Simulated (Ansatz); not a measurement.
Start from BN in the zinc blende structure (space group F-43m, No. 216; a = 3.606 Å). Axes: x, y, z lie along the cube axes.

The values are results of PBEsol (Ansatz, a first-principles code, PAW, no spin-orbit coupling), not measurements.

For the base:

- Band gap: 4.30 eV

It is then changed as follows: biaxial strain −1.67 %, plane normal [111], relaxed out of plane (Cartesian); in-plane vectors clamped, the third vector and the atoms free.

**Question.** Predict the new energy relative to the base.

**Answer.** The energy goes up by 11 meV/atom.

**Question.** Predict the new band gap.

**Answer.** The band gap shrinks by 0.03 eV (4.30 eV → 4.27 eV).

Whether these cells are dynamically stable was not tested.
